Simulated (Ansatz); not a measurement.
We consider RuTe (model structure, Fm-3m, No. 225, 2 atoms in the cell), described by LDA (PAW; Ansatz, an electronic-structure program).

Numerical settings: plane-wave cutoff 520 eV, 18×18×18 k mesh, Fermi–Dirac smearing 0.05 eV, no spin polarisation, scalar-relativistic PAW data made under PBE.

Cell (relaxed at this level):

```
CELL_PARAMETERS angstrom
      0.00000     2.66444     2.66444
      2.66444     0.00000     2.66444
      2.66444     2.66444     0.00000
ATOMIC_POSITIONS crystal
  Ru 0.00000 0.00000 0.00000
  Te 0.50000 0.50000 0.50000
```

### Question
Estimate the bulk modulus that the calculation returns.

### Answer

bulk modulus: 154 GPa

Note: the run has no spin polarisation, so it can have missed a magnetic state; the bulk modulus is −V dP/dV from two relaxed cells at ±2 % in volume; the relaxation could raise the start's symmetry but not lower it, so the cell can be a saddle point.

Spin–orbit coupling is not included; it can open a gap where bands touch, and shift volumes and moduli.

Computed values are for the static lattice.

A model structure was made by putting elements into a prototype or built by hand; it is no filed structure, need not be a known phase, and can be a saddle point held by its symmetry.
